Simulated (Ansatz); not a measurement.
Hypothetical rock salt YSi: pressure 0.9 GPa

Base system: YSi in the rock salt structure (space group Fm-3m, No. 225; a = 5.8151 Å; a hypothetical phase, not in the database extracts checked).

One thing is altered: a hydrostatic pressure of 0.9 GPa.

The values are results of PBE in Ansatz (plane waves to 420 eV, PAW, no SOC), earlier PAW set, not measurements. Γ-centred 14×14×14 mesh, Fermi–Dirac width 0.05 eV.

- Volume per atom: 24.26 Å³ (base 24.58 Å³)
- Density: 4.00 g/cm³ (base 3.95 g/cm³)
- Shortest interatomic distance: 2.895 Å (base 2.908 Å)
- Enthalpy H = E + PV relative to the base's energy: +0.14 eV/atom
- Band gap: zero (base zero)

Final structure:

```
YSi
1.0
    0.00000     2.89492     2.89492
    2.89492     0.00000     2.89492
    2.89492     2.89492     0.00000
Si Y
1 1
Direct
  0.00000   0.00000   0.00000
  0.50000   0.50000   0.50000
```

Load acts through the strain it causes; cell and atoms are relaxed under it. No phonon test of stability was made. All final runs are without spin polarisation. An odd electron count without spin: YSi. YSi has a high density of states at the Fermi level and may be magnetic at this level.

Ansatz is a program for electronic structure.
